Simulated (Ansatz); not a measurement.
Mg2Si under a change: uniaxial strain ε_zz = +0.60 %

Consider Mg2Si (space group Fm-3m, No. 225; a = 6.326 Å). Axes: x, y, z lie along the cube axes.

Perturbation: uniaxial strain ε_zz = +0.60 %, all other strain components held at zero; the atoms relax in the strained cell.

Computed with Kohn–Sham DFT with the PBEsol functional, run in Ansatz (a program for electronic structure) with PAW and 420 eV plane waves, scalar-relativistic without spin-orbit coupling. Γ-centred 13×13×13 mesh, Fermi–Dirac width 0.05 eV.

```json
[
 {"quantity": "volume per atom", "base": "21.10 Å³", "changed": "21.22 Å³", "shift": "+0.127 Å³"},
 {"quantity": "space group", "base": "Fm-3m (No. 225)", "changed": "I4/mmm (No. 139)", "shift": "–"},
 {"quantity": "energy relative to the base (free energy F)", "base": "0 meV/atom", "changed": "+0.3 meV/atom", "shift": "+0.3 meV/atom"},
 {"quantity": "pressure (mean of the normal stresses, compression positive)", "base": "-0.1 kbar", "changed": "-3.4 kbar", "shift": "-3.3 kbar"},
 {"quantity": "band gap", "base": "0.12 eV", "changed": "0.11 eV", "shift": "-0.01 eV"},
 {"quantity": "gap character", "base": "–", "changed": "indirect, Γ → X", "shift": "–"},
 {"quantity": "smallest direct gap", "base": "1.87 eV", "changed": "1.83 eV", "shift": "-0.04 eV"},
 {"quantity": "electron mass", "base": "0.58 mₑ along k, 0.18 mₑ across (at X)", "changed": "0.57 mₑ along k, 0.19 mₑ across (at X)", "shift": "–"},
 {"quantity": "valence-band top at Γ (three highest levels, from the VBM)", "base": "0.00, 0.00, 0.00 eV", "changed": "0.00, 0.00, -0.03 eV", "shift": "–"},
 {"quantity": "valley order (the lowest conduction-band minima on the path, energy above the VBM, named in the base's zone)", "base": "X along ⟨100⟩ 0.12 eV; L along ⟨111⟩ 1.28 eV", "changed": "X along [100] 0.11 eV; X along [001] 0.13 eV; L along [1-11] 1.25 eV", "shift": "–"},
 {"quantity": "stress (xx, yy, zz, yz, xz, xy; compression positive)", "base": "–", "changed": "(-0.15, -0.15, -0.71, 0.00, 0.00, 0.00) GPa", "shift": "–"}
]
```

Cost of the whole job for the changed cell (relaxation, final SCF and bands): about 40 core-seconds (a rough figure).

Masses are band curvatures over ±0.01 Å⁻¹ around the edge. Along k means along the line from Γ to the band edge. Stability against distortions was not tested. The zero or small gap of Mg2Si can change with the level of theory. k-point labels follow each cell's own Brillouin zone.
